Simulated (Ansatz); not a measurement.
Ta2Sn2O7 (Fd-3m, No. 227, 22 atoms in the cell; start mp-3593; idealised structure), treated with LDA in Ansatz (PAW).

Settings: plane-wave cutoff 520 eV, 6×6×6 k mesh, Fermi–Dirac smearing 0.01 eV, scalar-relativistic PAW data made under PBE.

Cell (relaxed with PBEsol):

```
CELL_PARAMETERS angstrom
      0.00000     5.30029     5.30029
      5.30029     0.00000     5.30029
      5.30029     5.30029     0.00000
ATOMIC_POSITIONS crystal
  Ta 0.62500 0.62500 0.62500
  Ta 0.12500 0.62500 0.62500
  Ta 0.62500 0.62500 0.12500
  Ta 0.62500 0.12500 0.62500
  Sn 0.12500 0.12500 0.12500
  Sn 0.62500 0.12500 0.12500
  Sn 0.12500 0.12500 0.62500
  Sn 0.12500 0.62500 0.12500
  O  0.25000 0.25000 0.25000
  O  0.00000 0.00000 0.00000
  O  0.56197 0.93803 0.56197
  O  0.31197 0.68803 0.68803
  O  0.93803 0.56197 0.93803
  O  0.68803 0.31197 0.31197
  O  0.56197 0.56197 0.93803
  O  0.68803 0.31197 0.68803
  O  0.93803 0.93803 0.56197
  O  0.31197 0.68803 0.31197
  O  0.93803 0.56197 0.56197
  O  0.68803 0.68803 0.31197
  O  0.56197 0.93803 0.93803
  O  0.31197 0.31197 0.68803
```

What does this level give for the band gap, smallest direct gap on the k points sampled and direct gap at Γ?


- band gap = 1.49 eV
- smallest direct gap on the k points sampled = 1.61 eV
- direct gap at Γ = 1.72 eV

Note: cell and atoms aren't relaxed at this level (largest force component 0.12 eV/Å, pressure -4.6 GPa).

Spin–orbit coupling is not included.

Static lattice: no zero-point or thermal effects.

It cost very roughly 2.1 core-minutes of CPU time.

A start named mp-… is a Materials Project structure, which need not be a measured phase.

Ansatz is an electronic-structure program.
